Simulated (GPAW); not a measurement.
Band structure of KCaCl3 (Cm, 5 atoms in the cell).

```xyz
5
Lattice="3.8229 -3.8243 0.0000 3.8229 3.8243 0.0000 -0.0005 0.0000 5.4065" Properties=species:S:1:pos:R:3 pbc="T T T"
K      7.6303     0.0000     5.4064
Ca     3.8065     0.0000     2.6233
Cl     5.7147     1.9271     2.6102
Cl     5.7147    -1.9271     2.6102
Cl     3.8781     0.0000     5.3262
```

Method: PBEsol, GPAW PAW datasets PBEsol (made by gpaw-setup) (plane waves; GPAW).

Settings: mode = pw; ecut = 600 eV; xc = PBEsol; kpts = 3 3 3; mesh shift (steps) = 0 0 0; occupations.name = fermi-dirac; occupations.width = 0 eV; nbands = -4; convergence.forces = 0.001 eV/Å; convergence.bands = -2; symmetry.symmorphic = false; symmetry.tolerance = 0.0005; maxiter = 100; bandpath_npoints = 40.

The starting cell comes from a database of computed structures (which also holds hypothetical and non-ambient phases and stackings), without a prior relaxation at this level.

Problem. Predict the gap along the standard path and the places of the band edges.

Solution. The gap along the path is 4.63 eV, from A to Γ; the smallest direct gap on it is 4.92 eV.

Levels in eV from the top of the valence band on the SCF mesh, bands 17 to 24:
```
point     17     18     19     20    21    22    23    24
-----  -----  -----  -----  -----  ----  ----  ----  ----
Γ      -0.37  -0.16  -0.15  -0.15  4.77  5.68  5.68  5.69
X      -0.70  -0.68  -0.67   0.12  6.79  6.79  7.10  7.25
S      -0.70  -0.50  -0.24  -0.24  5.83  6.57  6.59  6.73
R      -0.72  -0.67  -0.66   0.13  6.78  6.78  7.10  7.24
A      -1.23   0.13   0.13   0.14  6.39  7.36  7.37  7.38
Z      -0.69  -0.50  -0.25  -0.24  5.83  6.56  6.59  6.72
Y      -0.70  -0.68  -0.67   0.12  6.79  6.79  7.10  7.25
X1     -0.70  -0.68  -0.67   0.12  6.79  6.79  7.10  7.25
A1     -1.23   0.13   0.13   0.14  6.39  7.36  7.37  7.38
T      -1.23   0.13   0.13   0.14  6.39  7.36  7.37  7.38
```
